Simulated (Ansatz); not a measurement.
Here is the system:

End structure of a constructed model of the (111)B surface of zinc-blende GaAs, As-terminated, 2x2 Mg adatom at T4 (bottom of the slab: 3 H on 4 bottom sites):

```
CELL_PARAMETERS angstrom
      8.12558     0.00000     0.00000
     -4.06279     7.03696     0.00000
      0.00000     0.00000    30.50000
ATOMIC_POSITIONS crystal
  Ga 0.32866 0.17134 0.31508
  Ga 0.84252 0.17150 0.31501
  Ga 0.32850 0.65748 0.31501
  Ga 0.83279 0.66721 0.33511
  As 0.16663 0.33337 0.34622
  As 0.66141 0.32321 0.34500
  As 0.17679 0.83859 0.34500
  As 0.66109 0.83891 0.34478
  Ga 0.16667 0.33333 0.42693
  Ga 0.66667 0.33333 0.42693
  Ga 0.16667 0.83333 0.42693
  Ga 0.66667 0.83333 0.42693
  As 0.00000 0.00000 0.45412
  As 0.50000 0.00000 0.45412
  As 0.00000 0.50000 0.45412
  As 0.50000 0.50000 0.45412
  Ga 0.99015 0.99465 0.53557
  Ga 0.50471 0.99529 0.53576
  Ga 0.99977 0.50023 0.53663
  Ga 0.50535 0.50985 0.53557
  As 0.33320 0.16680 0.55499
  As 0.83380 0.16741 0.56601
  As 0.33259 0.66620 0.56601
  As 0.83370 0.66630 0.56622
  Ga 0.33344 0.16656 0.63310
  Ga 0.82551 0.15117 0.64927
  Ga 0.34883 0.67449 0.64927
  Ga 0.82550 0.67450 0.64937
  As 0.17342 0.32658 0.67440
  As 0.65287 0.32654 0.67448
  As 0.17346 0.84713 0.67448
  As 0.66647 0.83353 0.68554
  H  0.33188 0.16812 0.26376
  H  0.83713 0.17043 0.26369
  H  0.32957 0.66287 0.26369
  Mg 0.33329 0.16671 0.72142
```

Set-up: 36 atoms, 14.3 Å thick at the start with caps and adatoms; mesh 3x3x1; 0.025 eV smearing; dipole correction on; 8 atoms held, the rest relaxed; symmetry of the start imposed; spin-polarised, no spin-orbit, no U. The slab shows no gap on its mesh. The starting moment vanished. In PBE it lies 0.02 eV a 1x1 cell over the lowest computed structure of the same composition (2x2 Mg adatom at H3).

Task: Predict the work function of the top face from PBE (Ansatz, a quantum-chemistry and plane-wave program).

Result: 4.29 eV
